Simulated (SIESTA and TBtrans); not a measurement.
Run with SIESTA and TBtrans (periodic supercell aligned to the leads; PseudoDojo norm-conserving potentials, scalar-relativistic): PAO.BasisSize DZP, PAO.EnergyShift 0.15 eV, XC.Authors PBE, Mesh.Cutoff 200 Ry, ElectronicTemperature 300 K, no spin polarisation.

Junction: Si chain with one bond stretched by 0.6 Å. Leads: straight Si chain, spacing 2.385 Å. Geometry: as built, not relaxed.

Problem. Predict: conductance at 300 K (G0 = 2e²/h); mean T from −0.5 to 0.5 eV.

Solution. conductance at 300 K (G0 = 2e²/h): 2.18; mean T from −0.5 to 0.5 eV: 2.00. The straight chain is held at its spacing; free chains may zigzag or dimerise. No spin-polarised start was tried, so a magnetic state, if there is one, is missed.
